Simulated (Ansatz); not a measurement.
Consider Os in the hcp (Mg type) structure (space group P6_3/mmc, No. 194; a = 2.7290 Å, c = 4.3091 Å; relaxed with 0.1 eV smearing). Axes: x lies along a and z along c of the hexagonal cell.

Structures relaxed with Kohn–Sham DFT with the PBEsol functional, run in Ansatz (a first-principles code) with PAW and 420 eV plane waves, scalar-relativistic without spin-orbit coupling.

Base:

Simulated powder pattern, Cu Kα, λ = 1.54184 Å (kinematic, ideal powder, no thermal factors, no anomalous dispersion; the 14 strongest lines at most, above 2 %, up to 2θ = 90°):

| 2θ (°) | I/Imax (%) | hkl |
|---|---|---|
| 38.08 | 24 | (100) |
| 41.93 | 25 | (002) |
| 43.68 | 100 | (101) |
| 57.92 | 15 | (102) |
| 68.80 | 18 | (110) |
| 77.82 | 19 | (103) |
| 81.44 | 2.9 | (200) |
| 83.94 | 22 | (112) |
| 85.14 | 16 | (201) |

After one change:

Simulated powder pattern, Cu Kα, λ = 1.54184 Å (kinematic, ideal powder, no thermal factors, no anomalous dispersion; the 14 strongest lines at most, above 2 %, up to 2θ = 90°):

```json
[
 {"2θ (°)": "37.68", "I/Imax (%)": "25"},
 {"2θ (°)": "42.17", "I/Imax (%)": "24"},
 {"2θ (°)": "43.39", "I/Imax (%)": "100"},
 {"2θ (°)": "57.82", "I/Imax (%)": "15"},
 {"2θ (°)": "68.03", "I/Imax (%)": "18"},
 {"2θ (°)": "77.94", "I/Imax (%)": "19"},
 {"2θ (°)": "80.47", "I/Imax (%)": "2.9"},
 {"2θ (°)": "83.38", "I/Imax (%)": "22"},
 {"2θ (°)": "84.21", "I/Imax (%)": "16"}
]
```

Name the change that was made.
A. biaxial strain −1.50 %, plane normal [001], relaxed out of plane
B. biaxial strain +3.00 %, plane normal [001], relaxed out of plane
C. biaxial strain +0.50 %, plane normal [001], relaxed out of plane
D. biaxial strain +1.00 %, plane normal [001], relaxed out of plane

D, biaxial strain +1.00 %, plane normal [001], relaxed out of plane. Its volume per atom is 14.10 Å³ against 13.90 Å³, and its space group is P6_3/mmc (No. 194).

No phonon test of stability was made. All final runs are without spin polarisation.
